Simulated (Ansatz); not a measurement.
A computed series for GaP: pressure series

Start from GaP in the zinc blende structure (space group F-43m, No. 216).

```xyz
2
Lattice="0.0000 2.7530 2.7530 2.7530 0.0000 2.7530 2.7530 2.7530 0.0000" Properties=species:S:1:pos:R:3 pbc="T T T"
Ga     0.0000     0.0000     0.0000
P      1.3765     1.3765     1.3765
```

Cell and atoms are relaxed at each pressure.

The values are results of PBE (Ansatz, a quantum-chemistry and plane-wave program; PAW; 420 eV plane waves; without spin-orbit coupling), not measurements.

Two rows of this table had their results exchanged by mistake.

```
pressure           volume per atom (Å³)  shortest distance (Å)  band gap
-----------------  --------------------  ---------------------  --------
pressure −2 GPa                   21.45                  2.406   1.36 eV
pressure −1 GPa                   21.15                  2.395   1.47 eV
pressure 0.9 GPa                  20.63                  2.375   1.62 eV
pressure 2.1 GPa                  20.33                  2.364   1.60 eV
pressure 4.5 GPa                  17.23                  2.237   1.24 eV
pressure 9 GPa                    18.98                  2.310   1.47 eV
pressure 15 GPa                   18.10                  2.274   1.37 eV
pressure 22.5 GPa                 19.81                  2.343   1.55 eV
pressure 30 GPa                   16.52                  2.206   1.13 eV
```

Problem. Which two?

Solution. The rows for pressure 4.5 GPa and pressure 22.5 GPa: the volume has to fall steadily with pressure, so 19.81 Å³ belongs to pressure 4.5 GPa and 17.23 Å³ to pressure 22.5 GPa.

Load acts through the strain it causes; cell and atoms are relaxed under it. No phonon test of stability was made. Measured, GaP leaves this structure (for a Cmcm phase) near 26 GPa (temperature not stated; as listed in Datta, Sujoy, Jana, Debnarayan, arXiv (2020)).
